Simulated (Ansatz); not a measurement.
The starting structures come from a database of crystals and need not be the phases stable at ambient conditions.

 Where the default PAW files enter, the runs use the earlier of Ansatz's two default sets.

**Evanescent states of ZnGeO3 (R-3, not sure to be the ambient phase, 10 atoms a cell, 10.1 Å³ an atom, -5 GPa at this level) along the normal of (001)**

Level of theory: r2SCAN (plane waves, PAW; Ansatz, a program for electronic structure).

The gap is the functional's own, uncorrected, and κ follows it; spin-orbit coupling is left out. Mid-gap values are interpolated between the computed energies.

Energies count from the valence-band top; κ is the least over a 12×12 mesh across the current.

```tsv
E (eV)	κ (1/Å)	where
0.07	0.151	off Γ
0.23	0.176	Γ
0.38	0.192	Γ
0.53	0.204	Γ
0.68	0.213	Γ
0.82	0.221	Γ
0.97	0.225	Γ
1.12	0.228	Γ
1.27	0.229	Γ
1.43	0.229	Γ
1.57	0.226	Γ
1.73	0.221	Γ
1.88	0.215	Γ
2.02	0.206	Γ
2.17	0.194	Γ
2.33	0.179	Γ
2.48	0.160	Γ
2.62	0.135	Γ
2.77	0.099	Γ
2.92	0.023	Γ
```

**Question.** How thick must the barrier be to attenuate the transmission by 10^6 when the electrodes' Fermi level lies at 0.38 eV, and what attenuation does that film give at 1.43 eV?

**Answer.** d = 6 ln 10 / (2 × 0.192) = 36.0 Å. At 1.43 eV it gives 6 × 0.229/0.192 = 7.2 decades.
